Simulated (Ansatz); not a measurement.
Take PdGe in the rock salt structure (space group Fm-3m, No. 225; a hypothetical phase, not in the database extracts checked) as the base.

```yaml
crystal:
  lattice:
    - [0.00000, 2.58405, 2.58405]
    - [2.58405, 0.00000, 2.58405]
    - [2.58405, 2.58405, 0.00000]
  atoms:
    - { symbol: Ge, position: [0.00000, 0.00000, 0.00000] }
    - { symbol: Pd, position: [0.50000, 0.50000, 0.50000] }
```

Computed with Ansatz (an electronic-structure program) r2SCAN, no spin-orbit coupling, earlier PAW set.

Before the change:

| Property | Result |
|---|---|
| Lattice parameter a | 9.766 bohr |

Modification: full substitution Ge → Hg; the structure is relaxed again.

### Question
Predict the new lattice parameter a.

### Answer
The lattice parameter a grows by 0.5073 bohr, from 9.766 bohr to 10.274 bohr.

Stability against distortions was not tested. As relaxed here, HgPd is a hypothetical phase, not in the database extracts checked. All final runs are without spin polarisation.
